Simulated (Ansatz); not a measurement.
GeS2 (P4₂/nmc, No. 137, 6 atoms in the cell; start mp-1071032), treated with HSE06+SOC (Ansatz, a quantum-chemistry and plane-wave program, plane waves, PAW).

Settings: plane-wave cutoff 460 eV, 6×6×2 k mesh (along the axes of the cell as run), Fermi–Dirac smearing 0.01 eV, PAW data made under PBE.

Cell (relaxed with PBE-D3(BJ)):

GeS2 is taken in the tetragonal space group P4₂/nmc, origin choice 1 (No. 137), Pearson symbol tP6. Lattice parameters: a = b = 3.485 Å, c = 10.844 Å, α = β = γ = 90.00°. Ge on 2b has 4 S at 2.251 Å (tetrahedral). S on 4d has 2 Ge at 2.251 Å (bent). (Neighbours: up to the widest gap in distance over summed covalent radii, below 1.35, at either atom.)

Task: Estimate the band gap and smallest direct gap on the k points sampled that the calculation returns.

Result: 
* **band gap**: 2.18 eV (indirect)
* **smallest direct gap on the k points sampled**: 2.30 eV

Note: cell and atoms aren't relaxed at this level (pressure -0.4 GPa).

Static lattice: no zero-point or thermal effects.

The result took roughly 26 core-minutes.

A start named mp-… is a Materials Project structure, which need not be a measured phase.
